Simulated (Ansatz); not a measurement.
Start from CuI in the zinc blende structure (space group F-43m, No. 216; a = 6.021 Å).

All numbers come from r2SCAN (Ansatz, a first-principles code, PAW, without spin-orbit coupling), earlier PAW set.

Base values:

* **Valley order**: Γ 1.67 eV; L along ⟨111⟩ 2.56 eV; X along ⟨100⟩ 2.90 eV

The change: a hydrostatic pressure of 7 GPa.

Task: How does this affect the valley order?

Result: The valley order (the lowest conduction-band minima on the path, energy above the VBM, named in the base's zone) changes from Γ 1.67 eV; L along ⟨111⟩ 2.56 eV; X along ⟨100⟩ 2.90 eV to Γ 2.06 eV; X along ⟨100⟩ 2.65 eV; L along ⟨111⟩ 2.66 eV.

Spin-orbit coupling, missing from the scalar runs, can matter with I. The levels and masses belong to the bands next to the band gap. Load acts through the strain it causes; cell and atoms are relaxed under it. No phonon test of stability was made. Tetrahedral semiconductors of this kind turn to denser phases somewhere between about 1 and 50 GPa; those were not computed, so compressed cells here can lie past the real transition. All final runs are without spin polarisation.
